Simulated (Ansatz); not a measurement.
# ZnSe: pressure 9 GPa

Consider ZnSe in the zinc blende structure (space group F-43m, No. 216; a = 5.633 Å).

The change: a hydrostatic pressure of 9 GPa.

Calculations: Kohn–Sham DFT with the PBEsol functional, run in Ansatz (a first-principles code) with PAW and 420 eV plane waves, scalar-relativistic without spin-orbit coupling. Settings: 10×10×10 k-points, 0.05 eV Fermi–Dirac smearing.

* **Volume per atom**: 20.06 Å³ (base 22.35 Å³)
* **Density**: 5.98 g/cm³ (base 5.36 g/cm³)
* **Lattice parameter a**: 543.4 pm (base 563.3 pm)
* **Enthalpy H = E + PV relative to the base's energy**: +1.18 eV/atom
* **Band gap**: 1.68 eV (base 1.24 eV)
* **Gap character**: direct at Γ (base direct at Γ)
* **Width of the top valence band**: 3.35 eV (base 2.79 eV)
* **Electron mass**: 0.11 mₑ (at Γ) (base 0.091 mₑ (at Γ))
* **Hole mass (degenerate bands, along [100])**: 0.12, 0.50, 0.50 mₑ (at Γ) (base 0.096, 0.58, 0.58 mₑ (at Γ))
* **Valley order (the lowest conduction-band minima on the path, energy above the VBM, named in the base's zone)**: Γ 1.68 eV; X along ⟨100⟩ 2.53 eV; L along ⟨111⟩ 2.66 eV (base Γ 1.24 eV; L along ⟨111⟩ 2.48 eV; X along ⟨100⟩ 2.80 eV)

Final structure:

```
ZnSe
1.0
    0.00000     2.71709     2.71709
    2.71709     0.00000     2.71709
    2.71709     2.71709     0.00000
Zn Se
1 1
Direct
  0.00000   0.00000   0.00000
  0.25000   0.25000   0.25000
```

Load acts through the strain it causes; cell and atoms are relaxed under it. Effective masses come from finite differences of ±0.01 Å⁻¹. Stability against distortions was not tested. Tetrahedral semiconductors of this kind turn to denser phases somewhere between about 1 and 50 GPa; those were not computed, so compressed cells here can lie past the real transition.
